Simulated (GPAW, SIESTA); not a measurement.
A SIESTA input for a self-consistent single point of Mg (P6_3/mmc, 4 atoms in the cell) (DFT, GGA PBE, numerical atomic orbitals DZP, PseudoDojo PBE standard norm-conserving potentials (rewritten from UPF to PSML)):

```
# files in the folder: Mg.psml (PseudoDojo PBE standard)
SystemName  Mg
SystemLabel siesta

NumberOfAtoms                4
NumberOfSpecies              1
%block ChemicalSpeciesLabel
  1 12 Mg
%endblock ChemicalSpeciesLabel
LatticeConstant              1.0 Ang
%block LatticeVectors
     3.157134000    0.000000000    0.000000000
    -1.578567000    2.734157000    0.000000000
     0.000000000    0.000000000   10.254883000
%endblock LatticeVectors
AtomicCoordinatesFormat      Fractional
%block AtomicCoordinatesAndAtomicSpecies
     0.000000000    0.000000000    0.000000000  1
     0.000000000    0.000000000    0.500000000  1
     0.333333000    0.666667000    0.250000000  1
     0.666667000    0.333333000    0.750000000  1
%endblock AtomicCoordinatesAndAtomicSpecies

XC.functional                GGA
XC.authors                   PBE
PAO.BasisSize                DZP
PAO.EnergyShift              0.005 Ry
MeshCutoff                   300 Ry
%block kgrid.MonkhorstPack
    8   0   0  0.0
    0   8   0  0.0
    0   0   3  0.0
%endblock kgrid.MonkhorstPack
OccupationFunction           MP
OccupationMPOrder            0
ElectronicTemperature        136.0 meV

MaxSCFIterations             150
SCF.Mixer.Method             Pulay
SCF.Mixer.Weight             0.2
SCF.Mixer.History            8
SCF.DM.Tolerance             1.0E-05
Diag.ParallelOverK           true
WriteForces                  true
```

Write the same calculation as an input for GPAW.

This is the input that was run; spellings and numerical settings could be chosen otherwise.

```python
from ase import Atoms
from ase.units import GPa
from gpaw import GPAW

atoms = Atoms(['Mg', 'Mg', 'Mg', 'Mg'],
              cell=[[3.157134, 0.000000, 0.000000],
                    [-1.578567, 2.734157, 0.000000],
                    [0.000000, 0.000000, 10.254883]],
              positions=[[0.000000, 0.000000, 0.000000],
                         [0.000000, 0.000000, 5.127441],
                         [-0.000002, 1.822772, 2.563721],
                         [1.578569, 0.911385, 7.691162]],
              pbc=True)

calc = GPAW(mode={'name': 'pw', 'ecut': 800},
            xc='PBE',
            kpts={'size': (8, 8, 3), 'gamma': True},
            occupations={'name': 'methfessel-paxton', 'width': 0.136, 'order': 0},
            nbands=-12,
            convergence={'density': 1e-05, 'energy': 1e-05},
            symmetry={'symmorphic': False, 'tolerance': 0.0005},
            maxiter=150)

atoms.calc = calc

energy = atoms.get_potential_energy()
print('Energy (eV):', round(energy, 6))
forces = atoms.get_forces()
print('Forces (eV/Ang):')
print(forces.round(5))
stress = atoms.get_stress()
print('Stress (GPa, Voigt):', (stress / GPa).round(4))
```

Basis settings and potentials, where a program has them, do not carry over. This input uses DFT PBE, plane waves, GPAW PAW datasets PBE (gpaw-data 1.0.1). Both were run: pressure 5.18 GPa in SIESTA and 1.49 in GPAW.

On SIESTA: the starting cell comes from a database of computed structures (which also holds hypothetical and non-ambient phases and stackings), without a prior relaxation at this level. Its lattice was rescaled by a random factor within 2.5 % of one. Values carry the incompleteness of an atom-centred basis. With a pressure of about 5 GPa the cell is away from its equilibrium volume at this level.

On GPAW: the starting cell comes from a database of computed structures (which also holds hypothetical and non-ambient phases and stackings), without a prior relaxation at this level. Its lattice was rescaled by a random factor within 2.5 % of one.
